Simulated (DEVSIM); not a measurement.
**Schottky contact on n-type Si**

Structure: Schottky contact on n-type Si, at 300 K.

| layer (left to right) | material | thickness (μm) | Nd (cm⁻³) | τn (s) | τp (s) |
|---|---|---|---|---|---|
| 1 | Si | 1.10 | 8.4e15 | 9.4e-7 | 9.4e-7 |

Left contact: Schottky, work function 4.81 eV, emission velocity 4.6e6 cm/s. Right contact: ohmic. Voltage is applied to the left contact. Recombination: SRH at mid-gap. Gap narrowing is on: ΔEg = 6.92 meV × (l + √(l² + 0.5)), l = ln(N/1.3e17 cm⁻³), shared equally by both band edges. Mobility is μmin + (μ − μmin)/(1 + (N/Nref)^α).

The device is made up for the run: typed textbook-type constants, with dimensions and the other settings drawn at random. Values at 300 K.

```
parameter           Si
-------------  -------
gap (eV)         1.124
affinity (eV)     4.05
permittivity      11.7
Nc (cm⁻³)      2.86e19
Nv (cm⁻³)       3.1e19
μn (cm²/Vs)       1417
μp (cm²/Vs)        470
μn,min              52
μp,min              45
Nref,n          9.7e16
Nref,p          2.2e17
αn                0.68
αp                0.72
```

DEVSIM, 1D drift-diffusion, Boltzmann statistics, complete ionisation; no tunnelling, impact ionisation, image-force lowering or self-heating. Metal contacts follow the ideal Schottky-Mott rule: no Fermi-level pinning, no interface dipoles.

```
Item                                                Value
---------------------------------------------  ----------
Potential step across the device at zero bias     0.549 V
Largest field in the device at zero bias       37000 V/cm
Dark forward voltage at 1 A/cm²                   0.328 V
Dark forward voltage at 100 A/cm²                 0.458 V
```

Dark forward current:

(V (V), J (A/cm²)): (0.05, 1.9e-5); (0.10, 0.00015); (0.15, 0.0011); (0.20, 0.0073); (0.25, 0.050); (0.30, 0.34); (0.35, 2.3); (0.40, 15); (0.45, 82); (0.50, 300); (0.55, 700); (0.60, 1200); (0.65, 1800); (0.70, 2500)

Dark reverse current:

```
V (V)   J (A/cm²)
------  ---------
-0.40     -3.4e-6
-1.00     -3.5e-6
-2.00     -3.5e-6
-3.00     -3.6e-6
-4.00     -3.6e-6
-6.00     -3.6e-6
-8.00     -3.6e-6
-10.00    -3.7e-6
-13.00    -3.7e-6
-16.00    -3.8e-6
```
